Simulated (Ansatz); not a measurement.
A thermal frame of AlP(110) slab, cut from zinc-blende AlP, cell Al48P48, with vacuum along z, from MD with PBE at 1200 K. Level of theory: PBE (plane waves, PAW; Ansatz, a first-principles code).

```json
{
 "plane_wave_cutoff": "420 eV",
 "k-points": "Γ only",
 "Fermi-Dirac width": "0.103 eV",
 "spin": "not polarised; no spin-orbit coupling"
}
```

A check of the k-sampling: on the last frame of the same run a denser mesh moved the PBE forces by 0.020 eV/Å rms and the free energy by -9 meV/atom.

```xyz
96
Lattice="15.6732 0.0000 0.0000 0.0000 11.0826 0.0000 0.0000 0.0000 21.7958" Properties=species:S:1:pos:R:3:forces:R:3 pbc="T T T"
Al    0.2492    5.2019    6.5451  -1.398   1.183   0.356
Al    5.6188    3.0196    7.3359   1.629   0.680  -0.574
Al    1.8461    2.7064    7.2032   0.422   1.200   0.044
Al    3.7523    5.4140    5.6226  -0.210   1.046   1.188
Al    3.8271    5.8732    9.3607   0.002   0.025  -0.456
Al    1.7592    3.1843   11.5970   0.366  -0.082  -1.442
Al    5.6124    3.1699   11.2015   1.474   0.143   0.416
Al   -0.0705    5.7131   10.0632   0.526   0.551  -1.550
Al    7.7590    5.7562   13.5860  -0.501   0.286  -0.501
Al    5.8621    2.6228   14.8514  -0.194   0.257   0.273
Al    1.5720    2.7146   15.0354   1.344  -0.088   0.263
Al    3.6727    5.8441   13.3410   0.853  -0.781  -0.109
P     7.7682    1.5581    7.5087   0.323   0.031  -0.834
P     1.8212    4.3575    5.2008  -0.160  -1.420   0.039
P     5.6510    4.3890    5.2127   1.705  -1.266   0.063
P     3.8584    1.6455    7.7061  -0.929  -1.329   0.525
P     3.8257    1.7751   11.6668  -1.206   1.630   1.462
P     5.8857    4.4900    9.2654  -1.113  -0.077   0.011
P     1.8399    4.3598    9.2037  -0.166   0.042   1.386
P    -0.1030    1.7601   11.8062  -0.190  -0.861  -0.541
P    -0.1964    1.3902   15.6918  -1.108   1.059   0.584
P     1.6126    4.5689   13.4867   0.843  -0.667   0.391
P     5.7653    4.4046   13.2440  -0.430   0.035   0.314
P     3.8437    1.8792   16.0315  -0.588  -0.053  -1.817
Al    0.0523   10.5295    6.3550  -0.896   0.728  -0.011
Al    5.8138    8.8674    7.1188  -0.327  -1.198  -1.192
Al    2.0972    8.6132    7.6414  -1.090  -0.717  -1.180
Al    3.7794   10.8279    6.1892   1.005   0.636  -0.532
Al    3.7246   11.4088   10.0607  -0.308  -2.289  -3.318
Al    1.7533    8.4873   11.6168   0.786  -0.071   1.232
Al    5.7876    8.8104   11.2883  -0.587  -0.692  -0.486
Al   -0.0813   11.3405    9.8799   0.064  -0.512  -0.389
Al    7.6810   11.3052   13.3675   0.183   0.412   0.464
Al    5.7267    8.1924   14.6160   0.048   0.611  -0.451
Al    1.8617    8.0622   14.9905   2.034   0.252  -0.265
Al    3.5698   11.9012   13.8346   0.231  -1.892   0.439
P     7.5968    7.2526    7.0579   0.674  -0.558   1.100
P     1.8871    9.8131    5.3724   0.946  -0.670   0.469
P     5.8004   10.0159    5.0634   0.431   0.153   1.068
P     3.9159    7.2568    7.1401   0.258  -0.263   1.199
P     3.7888    7.2118   11.4644   0.196   0.121  -1.017
P     5.6941    9.9871    9.1286  -0.729   0.316   2.257
P     1.7964    9.6387    9.7033   0.399   2.924  -0.053
P    -0.0651    7.1285   11.9516  -0.918  -1.151   0.047
P    -0.1825    7.4444   15.4663  -0.798  -0.926   1.565
P     1.6482    9.9257   13.6642   0.401   1.603  -0.632
P     5.5941   10.1854   13.1800  -0.343  -0.136   0.981
P     3.9813    6.8382   15.3430  -1.028   0.972   0.947
Al    7.8061    5.3328    5.6526  -0.777   0.055   0.745
Al   13.8091    2.8885    7.7547   0.219   0.184  -0.686
Al    9.7977    2.9208    7.4028  -0.891  -0.413   0.732
Al   11.7356    5.1112    6.1013   0.520   0.851   0.286
Al   11.6603    5.7608    9.4835  -0.495  -0.704  -1.336
Al    9.4304    3.0830   11.4208   0.648   0.386  -0.320
Al   13.5904    3.0284   11.6892  -0.757   0.297  -1.296
Al    7.7699    5.9194    9.3865  -0.737   0.829  -0.225
Al   15.3382    5.5919   14.1462  -0.178   1.058  -1.311
Al   13.3165    2.6925   15.2568   1.156  -0.734  -0.048
Al    9.7519    2.5021   14.7840  -0.817  -0.083   0.583
Al   11.6059    5.7499   13.5972  -1.016   1.862   0.075
P    15.7166    1.3350    7.7291  -0.681   0.554   0.452
P     9.7621    4.0848    5.4059   0.263   0.143  -0.671
P    13.8703    4.1387    5.6378  -0.190  -0.113   1.048
P    11.7887    1.5867    7.8568  -0.040   1.365  -1.622
P    11.4818    1.7614   11.3678   0.384   0.221   0.006
P    13.6697    4.4417    9.6147  -0.161  -0.687   0.717
P     9.5343    4.4486    9.3200   1.452  -0.459   0.700
P     7.5607    1.6510   11.4420  -0.235  -0.205  -0.637
P     7.8430    1.4914   15.4978  -0.988  -0.424  -0.473
P     9.7075    4.3650   13.5603  -0.499   0.842  -1.336
P    13.3875    4.4034   13.6542   1.134  -0.843   0.207
P    11.4970    1.3833   15.6333   0.612  -0.204   0.465
Al    8.3322   10.6730    5.9393  -2.246   1.263   0.352
Al   13.6828    8.4333    7.4269   0.355   0.194   0.742
Al    9.6633    8.2594    7.5153  -1.305   1.742  -0.948
Al   11.9558   10.7836    6.4946  -0.393  -0.046  -1.349
Al   11.3845   11.2171    9.4418   0.935  -0.944   2.508
Al    9.7656    8.4593   11.4482  -0.762   0.414  -0.122
Al   13.6788    8.3622   11.4105  -0.228   0.999   0.203
Al    7.5904   11.2982    9.4187   0.818   0.347   0.419
Al   15.1600   11.3767   13.6887   1.695  -0.481  -0.335
Al   13.4885    8.4478   15.1467  -1.496  -0.376  -0.362
Al    9.7404    8.4232   14.7074   0.309  -0.237   0.396
Al   11.7041   11.7291   13.3957  -0.494  -0.773   0.011
P    15.6901    7.1978    7.9604   0.088  -0.427  -0.254
P    10.2177    9.8495    5.1594   0.374  -0.570   0.938
P    13.7583    9.7299    5.4859  -0.055  -0.120   0.138
P    11.5893    7.2524    7.4549   2.067  -2.486   0.157
P    11.7006    7.0706   11.2948  -0.248   0.260   2.337
P    13.6050    9.9702    9.6463  -0.439  -0.204  -0.604
P     9.5628    9.7391    9.4122  -0.449   0.312   0.100
P     7.5462    7.2074   11.5268   1.477  -0.259  -0.505
P     7.7654    7.3525   15.3083  -0.107  -0.228   0.247
P     9.8439   10.2415   13.2129  -0.793  -1.091  -0.046
P    13.3230   10.0446   13.4004   0.327  -0.934  -0.227
P    11.4629    7.1043   15.7965   0.718   0.667  -1.581
```

```yaml
free energy on this k-sampling (the code's own zero, frozen cores included): -62098.8 eV
rms_force_component: 0.884 eV/Å
largest_force: 4.04 eV/Å on atom 29
Kohn-Sham gap at the supercell's Γ point: 0.68 eV
```
